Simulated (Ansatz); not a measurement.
Ansatz (an electronic-structure program), DFT, HSE06, plane waves, its default PAW files: cubic fluorite HfO2, atoms displaced (Hf32O64), 96 atoms. Basis and mesh were picked for this test and aren't claimed converged.

- cell: 10.16, 10.16, 10.16 Å; 90, 90, 90°
- distance to the nearest atom: 2.09 to 2.20 Å
- task: single point
- k mesh: 1×1×1
- hamiltonian.xc: hse06
- kind of files: paw
- scf.occupations.method: fixed
- output.forces: true
- memory maximum (--max-ram): 600GiB
- accuracy: medium (default)
- basis.precision: auto (default)
- basis.xc_grid: 2 (default)
- scf.eigensolver.kind: auto (default)
- scf.mixing.algorithm: auto (default)
- scf.mixing.preconditioner: auto (default)
- scf.convergence.dr2_threshold: 1e-07 (default)
- scf.lower_state_search: light (default)
- k-points after symmetry: 1
- bands at the start: 730
- electrons: 1216
- plane waves at Γ: 20377
- cutoff (eV): 420
- FFT grid: 72×72×72
- symmetry operations: 1

Machine: one whole node with four NVIDIA GB200 cards and two Grace (Neoverse V2) sockets of 72 cores, of which 136 in all may be used; each card has its host threads on the socket beside it.

Times are medians of repeated runs, from launch to exit, start-up of the cards included. No other job ran on the node; its own services took about 4 cores, and under one core (or 1.5 %) of those that a run was pinned to. Unless noted, each process is bound to its own block of adjacent cores. Build: release build for Arm (Neoverse V2), with CUDA, one process with threads. Other compilers and libraries give other times. Scratch files lie in a memory file system.

Started as
```bash
OMP_NUM_THREADS=32 ANSATZ_TIMINGS=1 ansatz run --backend cuda --devices 1 --threads 32 --max-ram 600GiB --events-out run.ndjson --runs-dir run.runs --progress --plain run.yaml
```
(1 card, 32 host threads) it takes 6.9 s and 21 SCF iterations (all cycles of the run, searches included).

**Question.** Predict the time once the run is changed to 1 card, 4 host threads.

**Answer.** About 8.8 s (3 runs within 4 %): 1.3× as long. The largest move is in building exact exchange (ace_build): 1.1 s to 2.3 s. Change in the result: energy equal as printed, forces (largest component) equal as printed.

Keys are those of Ansatz 0.2.
